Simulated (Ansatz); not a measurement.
Band structure of VN (Fm-3m, 2 atoms in the cell).

```xyz
2
Lattice="0.0000 2.0852 2.0852 2.0852 0.0000 2.0852 2.0852 2.0852 0.0000" Properties=species:S:1:pos:R:3 pbc="T T T"
V      0.0000     0.0000     0.0000
N      2.0852     2.0852     2.0852
```

Level of theory: PBE (plane waves, PAW; Ansatz, a program for electronic structure).

Settings: basis.ecutwfc = 420 eV; kpoints.mp_grid.grid = 11 11 11; hamiltonian.xc = pbe; hamiltonian.pseudopotentials = {kind: paw} (the program's default PAW files); scf.occupations.method = gaussian; scf.occupations.width = 0.2 eV; kpoints.band_path.npoints = 8.

The starting cell comes from a database of computed structures (which also holds hypothetical and non-ambient phases and stackings), without a prior relaxation at this level. Its lattice was rescaled by a random factor within 2.5 % of one. Spin polarisation is off, so a magnetic state, if there is one, cannot be reached.

Levels in eV from the Fermi level, bands 6 to 13:
| point | 6 | 7 | 8 | 9 | 10 | 11 | 12 | 13 |
|---|---|---|---|---|---|---|---|---|
| Γ | -2.15 | -2.15 | -2.15 | -1.45 | -1.45 | -1.45 | -0.43 | -0.43 |
| X | -6.52 | -3.62 | -3.56 | -3.56 | 0.49 | 1.15 | 1.15 | 2.49 |
| W | -6.05 | -6.05 | -5.77 | 0.13 | 0.13 | 1.15 | 2.00 | 2.74 |
| K | -6.35 | -6.32 | -4.87 | -1.12 | 0.81 | 1.23 | 2.47 | 2.68 |
| L | -8.63 | -5.86 | -5.86 | 0.56 | 0.56 | 1.38 | 4.77 | 4.77 |
| U | -6.35 | -6.32 | -4.87 | -1.12 | 0.81 | 1.23 | 2.47 | 2.68 |

Bands cross the Fermi level along this path, so the cell is metallic at this level.

Keys are those of Ansatz 0.2.
